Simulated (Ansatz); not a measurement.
An Ansatz (a first-principles code) input (Ansatz PBE, no spin-orbit coupling):

Ansatz 0.2 input:
```yaml
crystal:
  lattice:
    - [4.6037640719, 0, 0]
    - [0, 3.0686416691, 0]
    - [-1.5536350466, 0, 6.7843167104]
  atoms:
    - { symbol: Nb, position: [0.6898055913, 0, 0.3237582173] }
    - { symbol: Nb, position: [0.3101944087, 0, 0.6762417827] }
    - { symbol: Nb, position: [0, 0, 0] }
    - { symbol: Ru, position: [0.5, 0.5, 0] }
    - { symbol: Ru, position: [0.2053042143, 0.5, 0.3480389683] }
    - { symbol: Ru, position: [0.7946957857, 0.5, 0.6519610317] }
basis: { ecutwfc: 420, ecutrho_ratio: 4, xc_grid: 2, fft_grid_basis: typed }
kpoints: { mp_grid: { grid: [11, 15, 7] } }
hamiltonian:
  xc: pbe
  dispersion: none
  pseudopotentials: { kind: paw }
scf: { occupations: { method: fermi_dirac, width: 0.05 }, convergence: { dr2_threshold: 0.0000000006 } }
output: { forces: true, stress: true }
checkpoint: { write: state.ck, write_every: 1000 }
```

Which symmetry and how many k-points will the program report, and about how many plane waves at Γ?

Space group P2/m (ITA 10) with 4 operations, k-points 312 of 1155, and 1883 plane waves at Γ.

No phonon test of stability was made. The final runs are not spin-polarised. An odd electron count without spin: NbRu. The cell is NbRu (space group P2/m, No. 10; a hypothetical phase, not in the database extracts checked).
